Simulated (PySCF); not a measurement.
PySCF 2.14.0, unrestricted WB97X/def2-svp, df: Mo(Cl)5 ([Cl][Mo]([Cl])([Cl])([Cl])[Cl]), charge 0, multiplicity 2, 6 atoms. The geometry is a generated start, not checked to be a minimum at this level.

```yaml
task: energy
method: wb97x
basis: def2-svp
two_electron_scheme: density fitting
mol.max_memory: 3000 MB
mf.max_cycle: 100
mf.init_guess: minao (default)
mf.DIIS: CDIIS (default)
mf.diis_space: 8 (default)
mf.conv_tol: 1e-09 (default)
mf.grids.level: 3 (default)
effective_core_potentials: those of the basis set, past Kr
basis_functions: 121
grid_points: 116840
```

```xyz
6

Mo    -0.0014     0.0185     0.0111
Cl     1.8475    -0.3955    -1.1504
Cl     0.9685    -0.9985     1.8918
Cl    -0.9639     1.0093    -1.8837
Cl    -1.5969    -1.5366    -0.0080
Cl    -0.2539     1.9027     1.1392
```

Charge 0 and multiplicity 2 are set for this test and not shown to be the ground state.

One run each on 2 threads, 1 BLAS thread. Values of level_shift (Hartree) tried: 0 (default), 0.1, 0.3, 1.

Question: Predict the course of the Fock builds along this series.

Answer: Fewest Fock builds: 0 (default) with 29. The count rises to 61 at 0.3. The run ends without SCF convergence in 100 cycles at 1.

| level_shift (Hartree) | Fock builds | end |
|---|---|---|
| 0 (default) | 29 | same solution |
| 0.1 | 40 | same solution |
| 0.3 | 61 | same solution |
| 1 | 101 | no convergence |
